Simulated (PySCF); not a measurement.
PySCF 2.14.0, unrestricted R2SCAN/def2-svp, df: Mn(OH)(SH) ([OH][Mn][SH]), charge 0, multiplicity 6, 5 atoms. The geometry is a generated start, not checked to be a minimum at this level.

```json
{
 "task": "energy",
 "method": "r2scan",
 "basis": "def2-svp",
 "two_electron_scheme": "density fitting",
 "mol.max_memory": "3000 MB",
 "mf.max_cycle": "100",
 "mf.conv_tol": "1e-09 (default)",
 "mf.grids.level": "3 (default)",
 "basis_functions": "73",
 "grid_points": "73488"
}
```

```xyz
5

Mn    -0.0860     0.0243     0.1175
O      1.2155    -1.0542    -0.3236
H      1.9027    -1.6703    -0.5480
S     -1.5210     1.6014    -0.2901
H     -1.5112     1.0988     1.0442
```

Charge 0 and multiplicity 6 are set for this test and not shown to be the ground state.

With the defaults (mf.DIIS = CDIIS, mf.damp = 0, mf.diis_start_cycle = 1, mf.diis = true, mf.init_guess = minao, mf.diis_space = 8, newton = off) it converges in 45 Fock builds. One run each on 2 threads, 1 BLAS thread, with these changes:
- mf.init_guess = mod_huckel
- mf.diis = false
- mf.DIIS = EDIIS
- newton = Hessian by the SCF's own integrals
- mf.damp = 0.7, mf.diis_start_cycle = 999, mf.diis = false
- mf.damp = 0.7, mf.diis_start_cycle = 8
- mf.init_guess = huckel
- mf.diis_space = 20
- mf.diis_space = 5

Problem. Which of these changes keep the SCF from converging, or lead it to another solution?

Solution. No convergence: mf.DIIS = EDIIS; mf.damp = 0.7, mf.diis_start_cycle = 8; mf.diis = false; mf.damp = 0.7, mf.diis_start_cycle = 999, mf.diis = false (the run ends without SCF convergence in 100 cycles). The rest reach the solution of the defaults.

```json
[
 {"setting": "mf.init_guess = mod_huckel", "Fock builds": "16", "end": "same solution"},
 {"setting": "mf.init_guess = huckel", "Fock builds": "17", "end": "same solution"},
 {"setting": "mf.diis_space = 5", "Fock builds": "25", "end": "same solution"},
 {"setting": "the defaults", "Fock builds": "45", "end": "same solution"},
 {"setting": "mf.diis_space = 20", "Fock builds": "59", "end": "same solution"},
 {"setting": "newton = Hessian by the SCF's own integrals", "Fock builds": "106", "end": "same solution"},
 {"setting": "mf.DIIS = EDIIS", "Fock builds": "101", "end": "no convergence"},
 {"setting": "mf.damp = 0.7, mf.diis_start_cycle = 8", "Fock builds": "101", "end": "no convergence"},
 {"setting": "mf.diis = false", "Fock builds": "101", "end": "no convergence"},
 {"setting": "mf.damp = 0.7, mf.diis_start_cycle = 999, mf.diis = false", "Fock builds": "101", "end": "no convergence"}
]
```

Under newton the count holds the products with the orbital Hessian.
